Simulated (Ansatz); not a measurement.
Consider the following.

```
CELL_PARAMETERS angstrom
      0.00000     2.94398     2.94398
      2.94398     0.00000     2.94398
      2.94398     2.94398     0.00000
ATOMIC_POSITIONS crystal
  Al 0.25000 0.25000 0.25000
  Al 0.75000 0.75000 0.75000
  Pd 0.00000 0.00000 0.00000
```

All values below come from PBEsol, DFPT electron-phonon coupling, linearised Boltzmann equation (plane waves, PAW, scalar-relativistic; Ansatz, a first-principles code). Cell: relaxed with this functional, without spin-orbit coupling.

Question: Estimate the phonon-limited resistivity at 300 K, by direction if it differs.

Answer: 6.2 μΩ·cm.

Question: How long is the mean free path there?

Answer: 13.5 nm, weighted by the current that each state carries. Wires not much wider than this gain resistivity from their walls.

A metal at this level (no band gap). Only scattering by harmonic phonons is included (no impurities, grain boundaries, electron-electron scattering or thermal expansion). Spin-orbit coupling is left out. The run warned that the eigensolver left some states short of its tolerance. Halving the electron mesh (24x24x24) moves the resistivity by up to 4 % at 300 K, the mean free path by up to 1 %. Smearing 0.20 eV; phonons on a 4x4x4 q mesh, which this run doesn't test.

Computed structure, not matched to a measured one here, so possibly hypothetical: PdAl2 (Fm-3m).
